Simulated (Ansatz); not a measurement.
# A computed series for HfN: response to strain

Take HfN in the rock salt structure (space group Fm-3m, No. 225; a = 4.468 Å; relaxed with 0.1 eV smearing) as the base. Axes: x, y, z lie along the cube axes.

Strains are applied to the cell and any free atomic positions relax.

Calculations: plane-wave PAW DFT at the LDA level (Ansatz, a first-principles code, 420 eV), no spin-orbit coupling.

Notes on the quantities. energy relative to the base: free energy F; pressure: mean of the normal stresses, compression positive.

```tsv
change	energy relative to the base	pressure
base	0 meV/atom	0.0 GPa
tensor shear ε_xy = +0.57 %	…	0.0 GPa
tensor shear ε_xy = +1.43 %	+3.7 meV/atom	0.1 GPa
tensor shear ε_xy = +1.71 %	…	0.1 GPa
tensor shear ε_xy = +2.00 %	…	0.1 GPa
tensor shear ε_xy = +1.14 %	+2.3 meV/atom	0.0 GPa
tensor shear ε_xy = +0.86 %	+1.3 meV/atom	0.0 GPa
tensor shear ε_xy = +0.29 %	+0.1 meV/atom	0.0 GPa
```

Question: Some entries are withheld; estimate them.

Answer: 
- tensor shear ε_xy = +0.57 %, energy relative to the base: +0.6 meV/atom
- tensor shear ε_xy = +1.71 %, energy relative to the base: +5.3 meV/atom
- tensor shear ε_xy = +2.00 %, energy relative to the base: +7.2 meV/atom

Whether these cells are dynamically stable was not tested. The final runs are not spin-polarised. An odd electron count without spin: HfN.
